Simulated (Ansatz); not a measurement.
Start from ZrO$_{2}$ (space group P2_1/c, No. 14).

```
CELL_PARAMETERS angstrom
      5.18930     0.00000     0.00000
      0.00000     5.24180     0.00000
     -0.90344     0.00000     5.30261
ATOMIC_POSITIONS crystal
  Zr 0.27571 0.04384 0.21016
  Zr 0.72429 0.54384 0.28984
  Zr 0.72429 0.95616 0.78984
  Zr 0.27571 0.45616 0.71016
  O  0.06488 0.32613 0.35022
  O  0.93512 0.82613 0.14978
  O  0.93512 0.67387 0.64978
  O  0.06488 0.17387 0.85022
  O  0.45109 0.75674 0.47528
  O  0.54891 0.25674 0.02472
  O  0.54891 0.24326 0.52472
  O  0.45109 0.74326 0.97528
```

Cartesian axes are those of the cell as printed.

Method: PBE (Ansatz, a first-principles code, PAW, no spin-orbit coupling), earlier PAW set.

Modification: uniaxial stress, 8 GPa tension along x; all other stress components relax to zero.

Predict the new valley order.

The valley order (the lowest conduction-band minima on the path, energy above the VBM, named in the base's zone) comes out as Y₂ (1/2, 0, 0) 3.62 eV; A (1/2, 0, 1/2) 3.64 eV; Γ 3.85 eV.

Predict the new mean lateral Poisson ratio.

The mean lateral Poisson ratio amounts to 0.27.

The levels and masses belong to the bands next to the band gap. Load acts through the strain it causes; cell and atoms are relaxed under it. Beyond what the load breaks, stability against distortions was not tested.
